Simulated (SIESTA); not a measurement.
Band structure of PbO2 (P4_2/mnm, 6 atoms in the cell).

```yaml
crystal:
  lattice:
    - [4.96000, 0.00000, 0.00000]
    - [0.00000, 4.96000, 0.00000]
    - [0.00000, 0.00000, 3.39000]
  atoms:
    - { symbol: Pb, position: [0.00000, 0.00000, 0.00000] }
    - { symbol: Pb, position: [0.50000, 0.50000, 0.50000] }
    - { symbol: O, position: [0.30700, 0.30700, 0.00000] }
    - { symbol: O, position: [0.80700, 0.19300, 0.50000] }
    - { symbol: O, position: [0.19300, 0.80700, 0.50000] }
    - { symbol: O, position: [0.69300, 0.69300, 0.00000] }
```

Computed with SIESTA with GGA PBE, numerical atomic orbitals TZP, PseudoDojo PBE standard norm-conserving potentials (rewritten from UPF to PSML).

Settings: XC.functional = GGA; XC.authors = PBE; potentials = PseudoDojo PBE standard; PAO.BasisSize = TZP; PAO.EnergyShift = 0.01 Ry; MeshCutoff = 400 Ry; kgrid.MonkhorstPack = 5 5 7; OccupationFunction = MP; OccupationMPOrder = 0; ElectronicTemperature = 0.1 eV; MaxSCFIterations = 150; SCF.Mixer.Method = Broyden; SCF.Mixer.Weight = 0.25; SCF.Mixer.History = 6.

The starting cell has typed, rounded lattice constants, without a prior relaxation at this level. Spin-orbit coupling is off. Values carry the incompleteness of an atom-centred basis.

Question: Predict the gap along the standard path and the places of the band edges.

Answer: The gap along the path is 0.04 eV, from a point between Γ and Z to a point between Γ and X; the smallest direct gap on it is 0.13 eV.

Levels in eV from the top of the valence band on the path, bands 23 to 27:
```csv
point,23,24,25,26,27
Γ,-0.70,-0.70,-0.54,-0.54,0.10
X,-0.72,-0.72,-0.35,-0.35,2.37
M,-0.75,-0.75,-0.50,-0.50,2.77
Z,-1.10,-1.10,-0.80,-0.80,3.70
R,-0.70,-0.70,-0.28,-0.28,3.99
A,-0.64,-0.64,-0.46,-0.46,2.77
```

Higher empty bands are left out: an atom-centred basis made for the valence describes them poorly.
